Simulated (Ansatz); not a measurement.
How the lattice parameter c of LiF (model structure, started from the NiAs type, P6₃/mmc, No. 194, 4 atoms in the cell) moves with the method

No measured value is used here.

```json
[
 {"level (code)": "LDA (Ansatz)", "value (Å)": "…"},
 {"level (code)": "PBE (Ansatz)", "value (Å)": "4.877"},
 {"level (code)": "PBE-D3(BJ) (Ansatz)", "value (Å)": "4.797"},
 {"level (code)": "r²SCAN (Ansatz)", "value (Å)": "4.783"}
]
```

**Question.** Complete the blanks.

**Answer.** 
- LDA (Ansatz, an electronic-structure program), value (Å): 4.690

Cutoffs differ between the levels. Ansatz's density-functional and Hartree–Fock values are scalar-relativistic unless marked +SOC, with PAW data made under PBE.

A model structure was made by putting elements into a prototype or built by hand; it is no filed structure, need not be a known phase, and can be a saddle point held by its symmetry.
